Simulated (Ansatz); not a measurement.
**HgTe: energy against strain**

HgTe (zinc blende, F-43m, 35.494 Å³/atom and stress up to 0.01 GPa in the relaxed cell) under an equal strain ε in the (001) plane with the normal axis free, as in a coherent film. r2SCAN in Ansatz, a plane-wave DFT program (PAW, default set), 500 eV, 12×12×12 Γ-centred mesh, Fermi-Dirac smearing 0.05 eV; ions are relaxed, or left where forces stay under 0.02 eV/Å, within the symmetry of each cell. Against the start cell, which lies near the measured one, the relaxed cell differs by 5.3 % in volume; the values below rest on it.

Here s stands for strain and y for E less E0.

```
strain (%)  E less E0 (meV/atom)
----------  --------------------
-3.00                          ?
-1.50                       1.89
-1.00                       0.83
-0.50                       0.20
0.00                        0.00
0.50                        0.20
1.00                        0.79
1.50                        1.77
```

The 7 complete rows are fitted with a parabola, y against s. Least squares gives y = -0.003 - 0.0314·s + 0.8143·s². Residuals (row less fit): 0.014, -0.013, -0.016, 0.003, 0.015, 0.010, -0.012; standard error 0.017 (degrees of freedom: 4). The quadratic coefficient over the volume, 0.8143 meV × 10⁴ × 0.1602 / 35.494 Å³, is the biaxial elastic modulus of this plane = 36.8 ± 0.3 GPa (± standard error of the fit, which holds the terms cut off).

### Question
What does the fit predict for y at s = -3.00, and how far is the calculated value from it?

### Answer
y = -0.003 - 0.0314 × (-3.0) + 0.8143 × (-3.0)² = 7.420 meV/atom. The calculation gives 7.86 meV/atom, 0.440 meV/atom above the prediction (5.6 % of the range of y in the table). The row lies outside the fitted rows, so this is an extrapolation. From the scatter of the fitted rows alone, a prediction at this place has a standard error of 0.063 meV/atom, so the miss is 7.0 times that.

A polynomial of degree 3 through the 12 other runs of the series gives 7.84 there, so most of the miss is curvature that the fit leaves out. This level leaves no gap over 0.05 eV at strain -3.00, -1.50, -1.00, -0.50, 0.00, 0.50 %. Spin-orbit coupling is left out, which can shift these values for the heavy elements here. Rows are the converged runs of the series near zero and its far end; series whose fitted rows scatter by over a few per cent of the range, as at a crossing or softening among them, aren't shown in this form, nor equations of state whose B0' disagrees with the runs' pressures. Most that stay on the fit to the last digits aren't either.
